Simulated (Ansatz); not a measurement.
Zn4TeSeSO (model structure, P222, No. 16, 8 atoms in the cell)

The numbers are results of PBEsol (Ansatz, a quantum-chemistry and plane-wave program, plane waves, PAW), not measurements.

Settings: plane-wave cutoff 520 eV, 10×10×10 k mesh, Fermi–Dirac smearing 0.05 eV, scalar-relativistic PAW data made under PBE.

Cell (relaxed at this level):

```
CELL_PARAMETERS angstrom
      5.44008     0.00000     0.00000
      0.00000     5.40109     0.00000
      0.00000     0.00000     5.36464
ATOMIC_POSITIONS crystal
  Zn 0.73558 0.71851 0.70427
  Zn 0.26442 0.28149 0.70427
  Zn 0.26442 0.71851 0.29573
  Zn 0.73558 0.28149 0.29573
  O  0.50000 0.50000 0.50000
  S  0.00000 0.00000 0.50000
  Se 0.00000 0.50000 0.00000
  Te 0.50000 0.00000 0.00000
```

```yaml
band_gap: zero (no gap)
bulk_modulus: 74.8 GPa
```

Note: the bulk modulus is −V dP/dV from two relaxed cells at ±2 % in volume; the relaxation could raise the start's symmetry but not lower it, so the cell can be a saddle point.

Spin–orbit coupling is not included; it can open a gap where bands touch, and shift volumes and moduli.

Computed values are for the static lattice.

The result took about 27 core-minutes (a rough figure).

A model structure was made by putting elements into a prototype or built by hand; it is no filed structure, need not be a known phase, and can be a saddle point held by its symmetry.
